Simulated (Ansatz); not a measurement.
Base system: MoP (space group P-6m2, No. 187).

```
MoP
1.0
    3.24080     0.00000     0.00000
   -1.62040     2.80662     0.00000
    0.00000     0.00000     3.19537
Mo P
1 1
Direct
  0.00000   0.00000   0.00000
  0.66667   0.33333   0.50000
```

Calculations: Kohn–Sham DFT with the PBE functional, run in Ansatz (an electronic-structure program) with PAW and 420 eV plane waves, no spin-orbit coupling.

Base values:

```
Item                  Result
-------------------  -------
Lattice parameter a  3.241 Å
```

Now apply this change: cell and atoms relaxed at a pressure of 75 GPa.

Problem. How does this affect the lattice parameter a?

Solution. The lattice parameter a shrinks by 0.274 Å, from 3.241 Å to 2.967 Å.

Load acts through the strain it causes; cell and atoms are relaxed under it. No phonon test of stability was made. Competing high-pressure phases were not computed. The final runs are not spin-polarised. An odd electron count without spin: MoP.
